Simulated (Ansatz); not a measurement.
Consider the following.

```yaml
crystal:
  lattice:
    - [0.00000, 2.22756, 2.22756]
    - [2.22756, 0.00000, 2.22756]
    - [2.22756, 2.22756, 0.00000]
  atoms:
    - { symbol: B, position: [0.00000, 0.00000, 0.00000] }
    - { symbol: P, position: [0.25000, 0.25000, 0.25000] }
```

All values below come from PBE with spin-orbit coupling, rigid bands (plane waves, PAW; Ansatz, an electronic-structure program). Condition of this run: hydrostatic pressure of 8 GPa (compression positive) (the target of the relaxation). Geometry: cell and atoms relaxed with PBEsol, then loaded as said.

Question: What conductivity effective mass do dilute electrons have at 300 K?

Answer: 0.34 mₑ.

Question: Predict the hole conductivity mass (n e² τ/σ) at 300 K, by direction if it differs.

Answer: 0.43 mₑ.

Question: And the band gap?

Answer: 1.14 eV at this level; semilocal functionals usually fall short of the measured gap.

Rigid bands, one relaxation time for all states, no polarons. Geometry: cell and atoms relaxed with PBEsol.
